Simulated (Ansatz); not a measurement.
System: TaCo₃ (P6₃/mmc, No. 194, 8 atoms in the cell; start mp-1095124). Method: r²SCAN (plane waves, PAW; Ansatz, a first-principles code).

Numerical settings: plane-wave cutoff 560 eV, 12×12×14 k mesh (along the axes of the cell as run), Fermi–Dirac smearing 0.05 eV, no spin polarisation, scalar-relativistic PAW data made under PBE.

Cell (relaxed at this level):

```
CELL_PARAMETERS angstrom
      5.11496     0.00000     0.00000
     -2.55748     4.42969     0.00000
      0.00000     0.00000     4.11464
ATOMIC_POSITIONS crystal
  Ta 0.66667 0.33333 0.75000
  Ta 0.33333 0.66667 0.25000
  Co 0.15784 0.31567 0.75000
  Co 0.84216 0.68433 0.25000
  Co 0.84216 0.15784 0.25000
  Co 0.15784 0.84216 0.75000
  Co 0.68433 0.84216 0.75000
  Co 0.31567 0.15784 0.25000
```

Task: What does this level give for the bulk modulus B0?

Result: 
bulk modulus B0: 274 GPa

Note: the run has no spin polarisation, so it can have missed a magnetic state; the bulk modulus is −V dP/dV from two relaxed cells at ±2 % in volume; the relaxation could not lower the start's symmetry, so the cell can be a saddle point above a distorted one.

Spin–orbit coupling is not included.

Static lattice: no zero-point or thermal effects.

Computing time: very roughly 8 core-minutes.

A start named mp-… is a Materials Project structure, which need not be a measured phase.
